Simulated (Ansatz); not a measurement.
Data:

```xyz
2
Lattice="4.2516 0.0000 0.0000 2.1258 3.6820 0.0000 2.1258 -1.2273 3.5289" Properties=species:S:1:pos:R:3 pbc="T T T"
Hg     0.0000     0.0000     0.0147
Se     4.2516     0.0000     2.6319
```

No spin polarisation.

Level of theory: LDA in Ansatz (plane waves to 420 eV, PAW, no spin-orbit coupling). k-mesh 9×9×9 (Γ-centred); smearing 0.05 eV (Fermi–Dirac).

Q: Predict the band gap, pressure and space group.

A: The band gap is zero. The pressure (mean of the normal stresses, compression positive) is 0.5 GPa. The space group is R3m (No. 160).

The mesh was chosen for an insulator and is coarse for the gapless case. Spin-orbit coupling, missing from the scalar runs, can matter with Hg. The cells carry an imposed strain or load. Whether these cells are dynamically stable was not tested. All final runs are without spin polarisation. The cell was made from HgSe in the zinc blende structure (space group F-43m, No. 216) by this change: biaxial strain −0.83 %, plane normal [111], relaxed out of plane. The zero or small gap of HgSe can change with the level of theory.

Ansatz is a program for electronic structure.
